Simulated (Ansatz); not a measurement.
Here is the system:

End structure of the (100) surface of germanium, 1x1 canted dihydride (bottom of the slab: dihydride, held):

```yaml
crystal:
  lattice:
    - [4.07294, 0.00000, 0.00000]
    - [0.00000, 4.07294, 0.00000]
    - [0.00000, 0.00000, 29.00000]
  atoms:
    - { symbol: Ge, position: [0.50000, 0.00000, 0.31728] }
    - { symbol: Ge, position: [0.50000, 0.50000, 0.36693] }
    - { symbol: Ge, position: [0.00023, 0.50000, 0.41611] }
    - { symbol: Ge, position: [0.99912, 0.00000, 0.46550] }
    - { symbol: Ge, position: [0.49938, 0.00000, 0.51493] }
    - { symbol: Ge, position: [0.51216, 0.50000, 0.56427] }
    - { symbol: Ge, position: [0.01313, 0.50000, 0.61360] }
    - { symbol: Ge, position: [0.93158, 0.00000, 0.66015] }
    - { symbol: H, position: [0.79613, 0.00000, 0.28262] }
    - { symbol: H, position: [0.20387, 0.00000, 0.28262] }
    - { symbol: H, position: [0.10809, 0.00000, 0.70734] }
    - { symbol: H, position: [0.56069, 0.00000, 0.67161] }
```

Set-up: 12 atoms, 12.6 Å thick at the start with caps and adatoms (thin: gaps and levels are the slab's own); mesh 4x4x1; 0.025 eV smearing; dipole correction on; single point; on the structure that PBE left under its start's symmetry; no spin, no spin-orbit, no U. In PBE it is, or lies within 0.01 eV a 1x1 cell of, the lowest of the 2 structures of its composition computed so far; subsurface sites and larger cells were not tried.

Q: Estimate the gap of the slab on its k-mesh that Ansatz (an electronic-structure program) with HSE06, at the PBE geometry returns for this input.

A: 1.63 eV

Q: What is the computed highest filled level below the top vacuum level (HSE06, at the PBE geometry)?

A: 4.92 eV
